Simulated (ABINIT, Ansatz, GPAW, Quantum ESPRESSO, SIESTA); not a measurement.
## One structure in several programs: ScV2Ga4 (I4/mmm, 7 atoms in the cell)

Self-consistent single point, at a second geometry (lattice scaled by 0.98). First geometry:

```xyz
7
Lattice="-3.2272 3.2272 2.5744 3.2272 -3.2272 2.5744 3.2272 3.2272 -2.5744" Properties=species:S:1:pos:R:3 pbc="T T T"
Sc     0.0000     0.0000     0.0000
V      0.0000     3.2272     1.2872
V      3.2272     0.0000     1.2872
Ga     1.9419     1.9419     0.0000
Ga     1.2853     1.2853     2.5744
Ga     1.2853    -1.2853     2.5744
Ga    -1.2853     1.2853     2.5744
```

Shared settings, as Ansatz (a program for electronic structure) writes them: kpoints.mp_grid.grid = 5 5 5; scf.occupations.method = gaussian; scf.occupations.width = 0.05 eV. Potentials and cutoffs stand in the table.

```json
[
 {"code": "ABINIT", "model": "LDA (PW92), norm-conserving pseudopotentials (PseudoDojo nc-sr-04 LDA standard)", "ΔF from the first geometry (meV/atom)": "-16.2", "pressure (GPa)": "1.30", "largest force (eV/Å)": "0.040", "cutoff": "42 Ha"},
 {"code": "GPAW", "model": "LDA (Perdew-Wang 92), GPAW PAW datasets LDA (gpaw-data 1.0.1)", "ΔF from the first geometry (meV/atom)": "-8.7", "pressure (GPa)": "2.83", "largest force (eV/Å)": "0.152", "cutoff": "800 eV"},
 {"code": "Ansatz", "model": "LDA (PW92), PAW files made with PBE", "ΔF from the first geometry (meV/atom)": "-15.7", "pressure (GPa)": "1.36", "largest force (eV/Å)": "0.039", "cutoff": "default"},
 {"code": "Quantum ESPRESSO", "model": "LDA (PW92), PseudoDojo standard norm-conserving (LDA) pseudopotentials", "ΔF from the first geometry (meV/atom)": "-16.2", "pressure (GPa)": "1.31", "largest force (eV/Å)": "0.040", "cutoff": "85 Ry"},
 {"code": "SIESTA", "model": "LDA PW92, numerical atomic orbitals TZP, PseudoDojo LDA standard norm-conserving potentials (rewritten from UPF to PSML)", "ΔF from the first geometry (meV/atom)": "-14.6", "pressure (GPa)": "1.56", "largest force (eV/Å)": "0.073", "cutoff": "grid 300 Ry"}
]
```

On Ansatz's run: spin polarisation is off.

The spread over the programs that give each value: ΔF from the first geometry within 7.5 meV/atom; pressure within 1.53 GPa; largest force within 0.113 eV/Å.

SIESTA uses small atom-centred bases, whose incompleteness enters pressures, forces and empty levels differently from a plane-wave cutoff. Ansatz's pressure is given at a fixed set of plane waves, as the other plane-wave codes print theirs; with its correction for the finite basis it is 1.42 GPa. In the pressure, GPAW (by 1.49) lies more than 1 GPa from the median of the plane-wave programs. In the force vectors, GPAW (by 0.113) lies more than 0.08 eV/Å from the median of the plane-wave programs.

The starting cell comes from a database of computed structures (which also holds hypothetical and non-ambient phases and stackings), without a prior relaxation at this level. For this run, on top of that: lattice scaled by 0.98.

Left out of this page: Elk and FLEUR (not drawn, or without a comparable value).

Keys are those of Ansatz 0.2.
